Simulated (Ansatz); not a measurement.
Start from Si (space group I4_132, No. 214; a = 6.440 Å; a hypothetical phase, not in the database extracts checked; relaxed with 0.1 eV smearing). Axes: x, y, z lie along the cube axes.

(Cell as relaxed with PBE.)

Levels (all Ansatz, a first-principles code, PAW): PBE (420 eV, scalar-relativistic without spin-orbit coupling); PBEsol (420 eV, no spin-orbit coupling).

Each level relaxes its own structure.

| base | PBE | PBEsol |
|---|---|---|
| volume per atom | 33.39 Å³ | 32.73 Å³ |
| lattice parameter a | 6.440 Å | 6.397 Å |
| band gap | zero | zero |

Now apply this change: biaxial strain −0.70 %, plane normal [001], relaxed out of plane (Cartesian); in-plane vectors clamped, the third vector and the atoms free.

| quantity | PBE | PBEsol |
|---|---|---|
| out-of-plane strain | +1.54 % | +1.56 % |
| shortest interatomic distance | 2.276 Å | 2.261 Å |

PBE's shortest interatomic distance lies 0.015 Å above PBEsol's (0.7 %). Neither level is exact; PBEsol is the comparison here, not a measurement.

Stability against distortions was not tested.
